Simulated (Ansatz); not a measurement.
**TiB2: pressure 0.9 GPa**

Take TiB2 (space group P6/mmm, No. 191; a = 3.032 Å, c = 3.224 Å) as the base.

One thing is altered: cell and atoms relaxed at a pressure of 0.9 GPa.

Method: PBE, PAW, 420 eV (Ansatz, a program for electronic structure; no SOC). k-mesh 18×18×14 (Γ-centred); smearing 0.05 eV (Fermi–Dirac).

- Volume per atom: 8.53 Å³ (base 8.56 Å³)
- Lattice parameter a: 3.029 Å (base 3.032 Å)
- c/a ratio: 1.063 (base 1.063)
- Shortest interatomic distance: 1.749 Å (base 1.751 Å)
- Enthalpy H = E + PV relative to the base's energy: +0.05 eV/atom
- Band gap: zero (base zero)

Final structure:

```xyz
3
Lattice="3.0289 0.0000 0.0000 -1.5144 2.6231 0.0000 0.0000 0.0000 3.2195" Properties=species:S:1:pos:R:3 pbc="T T T"
Ti     0.0000     0.0000     0.0000
B      0.0000     1.7487     1.6098
B      1.5144     0.8744     1.6098
```

Load acts through the strain it causes; cell and atoms are relaxed under it. No phonon test of stability was made. The final runs are not spin-polarised.
